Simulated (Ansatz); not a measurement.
System: rutile HfO2 (model structure). Method: LDA (Ansatz, an electronic-structure program, plane waves, PAW).

Settings: plane-wave cutoff 500 eV, 6×6×10 k mesh (along the axes of the cell as run), gaussian smearing 0.02 eV, scalar-relativistic PAW data made under PBE.

Cell (relaxed at this level):

```cif
data_Hf2O4
_chemical_formula_sum 'Hf2 O4'
_space_group_name_H-M_alt 'P42/mnm'
_space_group_IT_number 136
_space_group_name_Hall '-P 4n 2n'
_cell_length_a 4.78918
_cell_length_b 4.78918
_cell_length_c 3.18613
_cell_angle_alpha 90.000
_cell_angle_beta 90.000
_cell_angle_gamma 90.000
loop_
_atom_site_label
_atom_site_type_symbol
_atom_site_symmetry_multiplicity
_atom_site_Wyckoff_symbol
_atom_site_fract_x
_atom_site_fract_y
_atom_site_fract_z
_atom_site_occupancy
Hf1 Hf 2 a 0.00000 0.00000 0.00000 1
O1 O 4 f 0.30490 0.30490 0.00000 1
```

Estimate the band gap that the calculation returns.


- band gap: 3.88 eV (on the SCF k mesh)

Note: the relaxation could raise the start's symmetry but not lower it, so the cell can be a saddle point.

Spin–orbit coupling is not included.

It cost roughly 70 core-seconds of CPU time.

A model structure was made by putting elements into a prototype or built by hand; it is no filed structure, need not be a known phase, and can be a saddle point held by its symmetry.
